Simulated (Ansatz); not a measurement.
We consider Sb (model structure, started from the diamond type, Fd-3m, No. 227, 2 atoms in the cell), described by PBEsol in Ansatz (plane waves, PAW).

Numerical settings: plane-wave cutoff 520 eV, 16×16×16 k mesh, Fermi–Dirac smearing 0.05 eV, scalar-relativistic PAW data made under PBE.

Cell (relaxed at this level):

Sb has the cubic space group Fd-3m, origin choice 1 (No. 227), the diamond structure, Pearson symbol cF8. Conventional cell: a = 6.8719 Å, b = 6.8719 Å, c = 6.8719 Å, α = 90.00°, β = 90.00°, γ = 90.00°. Sb on 8b has 4 Sb at 2.976 Å (tetrahedral). (Neighbours: up to the widest gap in distance over summed covalent radii, below 1.35, at either atom.)
(The calculation used a cell of 2 atoms; values per cell refer to that cell.)

Task: Estimate the bulk modulus B0 that the calculation returns.

Result: 
bulk modulus B0: 35.2 GPa

The run finds no gap.

Note: the bulk modulus is −V dP/dV from two relaxed cells at ±2 % in volume; the relaxation could raise the start's symmetry but not lower it, so the cell can be a saddle point.

Spin–orbit coupling is not included; it can open a gap where bands touch, and shift volumes and moduli.

Static lattice: no zero-point or thermal effects.

Computing time: around 40 core-seconds (rough).

A model structure was made by putting elements into a prototype or built by hand; it is no filed structure, need not be a known phase, and can be a saddle point held by its symmetry.

Ansatz is a program for electronic structure.
